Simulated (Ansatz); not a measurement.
# MoP: response to strain

Base system: MoP (space group P-6m2, No. 187; a = 3.208 Å, c = 3.173 Å; relaxed with 0.1 eV smearing). Axes: x lies along a and z along c of the hexagonal cell.

Strains are applied to the cell and any free atomic positions relax; under biaxial strain the out-of-plane vector relaxes too; under stress the whole cell relaxes.

Computed with PBEsol, PAW, 420 eV (Ansatz, a quantum-chemistry and plane-wave program; no spin-orbit coupling).

Notes on the quantities. pressure: mean of the normal stresses, compression positive.

| variant | pressure | volume per atom |
|---|---|---|
| base | 0.0 GPa | 14.13 Å³ |
| biaxial strain −1.55 %, plane normal [001], relaxed out of plane | 4.2 GPa | 13.84 Å³ |
| biaxial strain −1.13 %, plane normal [001], relaxed out of plane | 3.0 GPa | 13.92 Å³ |
| biaxial strain +0.29 %, plane normal [001], relaxed out of plane | ___ | 14.19 Å³ |
| biaxial strain +2.05 %, plane normal [001], relaxed out of plane | -4.9 GPa | 14.53 Å³ |
| biaxial strain +2.13 %, plane normal [001], relaxed out of plane | ___ | 14.55 Å³ |
| isotropic strain −2.21 % | ___ | 13.22 Å³ |
| isotropic strain −0.37 % | 2.8 GPa | 13.98 Å³ |
| isotropic strain +0.94 % | ___ | 14.54 Å³ |
| uniaxial stress, 1 GPa compression along z | – | 14.12 Å³ |

Task: What belongs in the blanks?

Result: 
- biaxial strain +0.29 %, plane normal [001], relaxed out of plane, pressure: -0.7 GPa
- biaxial strain +2.13 %, plane normal [001], relaxed out of plane, pressure: -5.1 GPa
- isotropic strain −2.21 %, pressure: 18.8 GPa
- isotropic strain +0.94 %, pressure: -6.4 GPa

Beyond what the load breaks, stability against distortions was not tested. All final runs are without spin polarisation. An odd electron count without spin: MoP.
